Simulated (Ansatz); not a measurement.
A computed series for TiAl: response to strain

The reference is TiAl (space group P4/mmm, No. 123; relaxed with 0.1 eV smearing).

```
CELL_PARAMETERS angstrom
      2.81271     0.00000     0.00000
      0.00000     2.81271     0.00000
      0.00000     0.00000     4.06160
ATOMIC_POSITIONS crystal
  Ti 0.00000 0.00000 0.00000
  Al 0.50000 0.50000 0.50000
```

Cartesian axes are those of the cell as printed.

Strains are applied to the cell and any free atomic positions relax.

Level of theory: DFT with r2SCAN, PAW potentials and a 500 eV plane-wave cutoff in Ansatz (a first-principles code), no spin-orbit coupling.

Notes on the quantities. pressure: mean of the normal stresses, compression positive; energy relative to the base: free energy F.

| change | pressure | energy relative to the base | volume per atom |
|---|---|---|---|
| base | 0.0 GPa | 0 meV/atom | 16.07 Å³ |
| uniaxial strain ε_zz = −3.00 % | 3.9 GPa | +8.5 meV/atom | 15.58 Å³ |
| uniaxial strain ε_zz = −2.50 % | 3.2 GPa | +5.9 meV/atom | 15.66 Å³ |
| uniaxial strain ε_zz = −2.00 % | 2.5 GPa | +3.8 meV/atom | 15.75 Å³ |
| uniaxial strain ε_zz = −1.50 % | 1.9 GPa | +2.1 meV/atom | 15.83 Å³ |
| uniaxial strain ε_zz = −1.00 % | … | … | 15.91 Å³ |
| uniaxial strain ε_zz = −0.50 % | 0.6 GPa | +0.2 meV/atom | 15.99 Å³ |

Some entries are withheld; estimate them.


- uniaxial strain ε_zz = −1.00 %, pressure: 1.2 GPa
- uniaxial strain ε_zz = −1.00 %, energy relative to the base: +0.9 meV/atom

No phonon test of stability was made. The final runs are not spin-polarised.
